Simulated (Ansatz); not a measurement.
System: Re-vacancy pair (Re on one host Cu site, one Cu site vacant) in fcc Cu (neutral cell). Calculation: PBE, PAW (plane waves to 420 eV; Ansatz, an electronic-structure program).

32-site cell at the relaxed PBE lattice, a 2×2×2 k-point mesh shifted by half a step, smearing 0.10 eV, spin-restricted, no finite-size correction. Static, classical nuclei. Spin-orbit coupling is left out. Forms of the defect that were not tried may lie lower.

Barriers: single points on a 4×4×4 k-point mesh shifted by half a step at the bands' geometries.

Relaxed starting cell (atoms counted from 1):

```
Cu30Re
1.0
    7.26000     0.00000     0.00000
    0.00000     7.26000     0.00000
    0.00000     0.00000     7.26000
Re Cu
1 30
Direct
  0.99935   0.00436   0.00670
  0.99945   0.00524   0.49644
  0.99935   0.49417   0.00703
  0.99910   0.49710   0.49978
  0.49906   0.99971   0.00226
  0.49925   0.99968   0.50101
  0.49927   0.49878   0.00208
  0.49931   0.49879   0.50100
  0.99922   0.25205   0.75136
  0.99929   0.74908   0.25452
  0.99923   0.75097   0.75330
  0.49936   0.25017   0.25205
  0.49929   0.24929   0.75170
  0.49925   0.74890   0.25169
  0.49929   0.74937   0.75169
  0.24942   0.00283   0.25384
  0.24957   0.99984   0.74884
  0.24682   0.49655   0.25244
  0.24874   0.49802   0.75095
  0.74921   0.00291   0.25375
  0.74897   0.99997   0.74894
  0.75157   0.49681   0.25229
  0.74999   0.49786   0.75092
  0.24939   0.25139   0.00480
  0.24779   0.25005   0.49981
  0.24956   0.74644   0.00269
  0.24863   0.74833   0.49987
  0.74923   0.25146   0.00476
  0.75076   0.25000   0.49954
  0.74899   0.74665   0.00262
  0.74987   0.74870   0.49976
```

End state 1 differs by these moves (Å; atoms that move under 0.08 Å are left out):

```tsv
atom	element	Δx	Δy	Δz
1	Re	0.00	1.74	1.74
```

### Question
Give the forward and backward barriers to end state 1 at the level PBE, PAW.

### Answer
forward 1.27 eV, backward 1.27 eV; at the saddle point atom 1 has neighbours 4 Cu at 2.45, 4 Cu at 2.76 Å. The saddle point's order was not checked, and it lies on a symmetry element of the cell, where a band can be held.
